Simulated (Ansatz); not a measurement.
## A self-consistent single point of Ti2InC (P6_3/mmc, 8 atoms in the cell) with Ansatz

Method: LDA (PW92), default PAW files made with PBE (plane waves; Ansatz, a program for electronic structure).

Input:

Ansatz 0.2 input:
```yaml
# Ti2InC
crystal:
  lattice:
    - [3.13836600, 0.00000000, 0.00000000]
    - [-1.56918300, 2.71790400, 0.00000000]
    - [0.00000000, 0.00000000, 14.06777900]
  atoms:
    - { symbol: In, position_ang: [-0.00000157, 1.81193691, 10.55083425] }
    - { symbol: In, position_ang: [1.56918457, 0.90596709, 3.51694475] }
    - { symbol: Ti, position_ang: [-0.00000157, 1.81193691, 1.20982899] }
    - { symbol: Ti, position_ang: [1.56918457, 0.90596709, 8.24371849] }
    - { symbol: Ti, position_ang: [1.56918457, 0.90596709, 12.85795001] }
    - { symbol: Ti, position_ang: [-0.00000157, 1.81193691, 5.82406051] }
    - { symbol: C, position_ang: [0.00000000, 0.00000000, 0.00000000] }
    - { symbol: C, position_ang: [0.00000000, 0.00000000, 7.03388950] }
kpoints:
  mp_grid: { grid: [10, 10, 2] }
hamiltonian:
  xc: lda
  pseudopotentials: { kind: paw }
scf:
  occupations: { method: gaussian, width: 0.0073 Ry }
output:
  forces: true
  eigenvalues: true
  stress: true
```

Log, with long lists cut:

```
WARN the atoms were moved onto the symmetric positions of the space group found under crystal.symmetry.tolerance 1.0e-5 (fractional …
WARN basis.ecutwfc = 420 eV, the default
WARN ansatz: RAYON_NUM_THREADS=1 ignored (pool sized by the plan → 1); use --threads N
Pseudopotentials: kind: paw
Pseudopotential: In, paw, valence charge 13
Pseudopotential: Ti, paw, valence charge 12
Pseudopotential: C, paw, valence charge 4
Crystal: 8 atoms, lattice volume = 119.995 Å³
Basis set: ecut = 420 eV, 2339 PW (Γ)
Bands: 50, of which v1, the nominal top of the filled ones, is band 41 counted from 1 (40 counted from 0)
Symmetry: 24 space group operations
Space group: P63/mmc (ITA 194), of the structure as read, at distance tolerance 4.9e-5 Å
k-points: 28 of 200
PAW frozen core: In, regenerated for the run's functional, and the local potential with it
PAW frozen core: Ti, regenerated for the run's functional, and the local potential with it
PAW frozen core: C, regenerated for the run's functional, and the local potential with it
Initial density: superposition of atomic densities (neutral atoms: chi_scale 0, normalization atom), corrected by the library's trained network
Initial wavefunctions: pseudopotential atomic-orbital guess
Eigensolver: davidson
Functional: x = slater, c = lda
SCF iter   1: F=—  HF=-21207.092376 eV  |F-HF|=—  |Δ(HF+E_count)|=         —  Δρ=8.00e-3  dr2=8.92e-2  ethr=1.77e-3  ⟨swp⟩=5.8  Hψ=5474  notcnv=0
all-band conjugate gradients solve this SCF's bands
preconditioner: auto → Kerker (q_TF=auto, 2.561 Å⁻¹)
SCF iter   2: F=—  HF=-21207.078862 eV  |F-HF|=—  |Δ(HF+E_count)|=   1.35e-2  Δρ=3.94e-3  dr2=3.00e-2  ethr=1.09e-4  ⟨swp⟩=1.0  Hψ=1624  notcnv=0
SCF iter   3: F=—  HF=-21207.074022 eV  |F-HF|=—  |Δ(HF+E_count)|=   4.84e-3  Δρ=6.52e-4  dr2=2.32e-3  ethr=3.66e-5  ⟨swp⟩=2.0  Hψ=1586  notcnv=0
SCF iter   4: F=—  HF=-21207.073613 eV  |F-HF|=—  |Δ(HF+E_count)|=   4.09e-4  Δρ=1.83e-4  dr2=1.28e-4  ethr=2.83e-6  ⟨swp⟩=2.0  Hψ=1638  notcnv=0
SCF iter   5: F=—  HF=-21207.073583 eV  |F-HF|=—  |Δ(HF+E_count)|=   3.08e-5  Δρ=7.54e-5  dr2=8.27e-6  ethr=1.56e-7  ⟨swp⟩=2.0  Hψ=1720  notcnv=0
SCF iter   6: F=—  HF=-21207.073563 eV  |F-HF|=—  |Δ(HF+E_count)|=   1.99e-5  Δρ=3.01e-5  dr2=1.77e-6  ethr=1.01e-8  ⟨swp⟩=2.0  Hψ=2349  notcnv=0
SCF iter   7: F=—  HF=-21207.073562 eV  |F-HF|=—  |Δ(HF+E_count)|=   3.03e-7  Δρ=9.39e-6  dr2=1.23e-7  ethr=2.16e-9  ⟨swp⟩=2.0  Hψ=1732  notcnv=0
SCF iter   8: F=-21207.073562 eV  HF=-21207.073562 eV  |F-HF|=3.54e-9  |Δ(HF+E_count)|=   2.09e-8  Δρ=2.58e-6  dr2=8.26e-9  ethr=1.22e-10  ⟨swp⟩=9.3  Hψ=5091  notcnv=0
SCF 1 converged in 8 iterations: F = -21207.073562 eV  dr2 = 8.26e-9
SCF converged after 8 iterations
Free energy (F): -21207.073562 eV
Harris-Foulkes:  -21207.073562 eV  (|F-HF|=3.54e-9)
Internal energy: -21207.057681 eV  (E = F + TS)
E sigma→0 (E₀):  -21207.065622 eV
Entropy (-TS):   -0.015881 eV (-1.985 meV/atom)
Fermi energy:    13.020425 eV
--- Per-component energies (eV) ---
  E_band       = -558.099856
  E_kinetic    = 1751.088981
  E_local      = -5263.206121  (includes V_loc(G=0)·N_el)
  E_nonlocal   = 835.216005
  E_hartree    = 2115.106200
  E_xc         = -913.871082
  E_vxc        = -813.387095  (∫ρ·V_xc dr)
  E_paw        = -12203.256829  (= ΣΔE_a)
  E_vpaw       = -1298.023591  (= ΣTr[D̂ρ^β])
  E_aug_tail   = 0.000473  (compensation charges beyond the density's cutoff)
  E_ewald      = -7530.133847
  E_core_change = 1.998539  (= ΣΔE_core)
  E_smearing   = -0.015881  (= −TS)
  E_closure    = 0.000000  (closes the sum)
  Σ components = -21207.073562   (vs F -21207.073562, Δ=0.00e0)
--- Forces (eV/Å), atoms counted from 1 ---
  atom   1  In     0.00000000     0.00000000     0.00000000
  atom   2  In    -0.00000000    -0.00000000     0.00000000
  atom   3  Ti    -0.00000000     0.00000000    -2.38641479
  atom   4  Ti     0.00000000    -0.00000000    -2.38641479
  atom   5  Ti     0.00000000    -0.00000000     2.38641479
  atom   6  Ti     0.00000000     0.00000000     2.38641479
  atom   7  C      0.00000000    -0.00000000     0.00000000
  atom   8  C      0.00000000    -0.00000000    -0.00000000
  max |Σ_I F_I| component: 1.85e-17 eV/Å
--- Stress (GPa, compression-positive) ---
      -10.073581      -0.000000       0.000000
       -0.000000     -10.073581       0.000000
        0.000000       0.000000     -13.689672
  P = ⅓ Tr σ = -11.2789 GPa (-112.789 kbar)
  The stress holds the Pulay correction. Without it, at fixed plane waves, as pw.x and ABINIT print it: P = -11.4187 GPa
--- Band table (eV; the first three rows and the last of 28) ---
  k-point 0: bands = ["-43.2066", "-43.2065", "-43.1635", "-43.1634", "-19.9743", "-19.9712", "-19.7109", "-19.7076", "-19.5932", "-19.5932", "-19.5932", "-19.5932", "-19.5612", "-19.5612", "-19.5612", "-19.5612", "-1.1852", "-1.1834", "-1.1524", [...]
  k-point 1: bands = ["-43.2066", "-43.2066", "-43.1635", "-43.1635", "-19.9728", "-19.9728", "-19.7092", "-19.7092", "-19.5932", "-19.5932", "-19.5932", "-19.5932", "-19.5612", "-19.5612", "-19.5612", "-19.5612", "-1.1843", "-1.1843", "-1.1524", [...]
  k-point 2: bands = ["-43.2023", "-43.2022", "-43.1611", "-43.1610", "-19.9661", "-19.9634", "-19.7161", "-19.7130", "-19.6172", "-19.6172", "-19.6024", "-19.6024", "-19.5854", "-19.5853", "-19.5645", "-19.5645", "-1.1821", "-1.1817", "-1.1354", [...]
  k-point 27: bands = ["-43.1484", "-43.1484", "-43.1429", "-43.1429", "-19.8746", "-19.8746", "-19.8507", "-19.8507", "-19.8166", "-19.8166", "-19.7289", "-19.7289", "-19.6956", "-19.6956", "-19.6848", "-19.6848", "-1.0746", "-1.0746", "-1.0698", [...]
```

The run converged in 8 iterations.

The starting cell was generated: these elements placed on a structure prototype, without a prior relaxation; it need not be a known phase or ordering of this composition. Spin polarisation is off. With a pressure of about -11 GPa the cell is away from its equilibrium volume at this level. Forces in this geometry exceed 1 eV/Å. Ansatz's pressure includes its estimate of the finite-basis (Pulay) stress.
